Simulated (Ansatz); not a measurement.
BN, response to strain

Base system: BN in the zinc blende structure (space group F-43m, No. 216; a = 3.610 Å). Axes: x, y, z lie along the cube axes.

Strains are applied to the cell and any free atomic positions relax; under biaxial strain the out-of-plane vector relaxes too.

Method: Ansatz (a first-principles code) r2SCAN, no spin-orbit coupling.

Notes on the quantities. energy relative to the base: free energy F.

| case | out-of-plane strain | hole mass | energy relative to the base |
|---|---|---|---|
| base | – | – | 0 meV/atom |
| biaxial strain +0.42 %, plane normal [111], relaxed out of plane | -0.07 % | 0.24 mₑ out of plane, 1.2 mₑ in plane (at Γ) | +0.7 meV/atom |
| biaxial strain +0.83 %, plane normal [111], relaxed out of plane | -0.13 % | 0.24 mₑ out of plane, 1.2 mₑ in plane (at Γ) | +2.7 meV/atom |
| biaxial strain +1.25 %, plane normal [111], relaxed out of plane | -0.20 % | 0.25 mₑ out of plane, 1.2 mₑ in plane (at Γ) | +6.0 meV/atom |
| biaxial strain +1.67 %, plane normal [111], relaxed out of plane | -0.26 % | 0.25 mₑ out of plane, 1.2 mₑ in plane (at Γ) | +11 meV/atom |
| biaxial strain +2.08 %, plane normal [111], relaxed out of plane | -0.32 % | 0.26 mₑ out of plane, 1.2 mₑ in plane (at Γ) | +16 meV/atom |
| biaxial strain +2.50 %, plane normal [111], relaxed out of plane | -0.39 % | 0.26 mₑ out of plane, 1.3 mₑ in plane (at Γ) | +23 meV/atom |

The levels and masses belong to the bands next to the band gap. Masses are band curvatures over ±0.01 Å⁻¹ around the edge. No phonon test of stability was made.
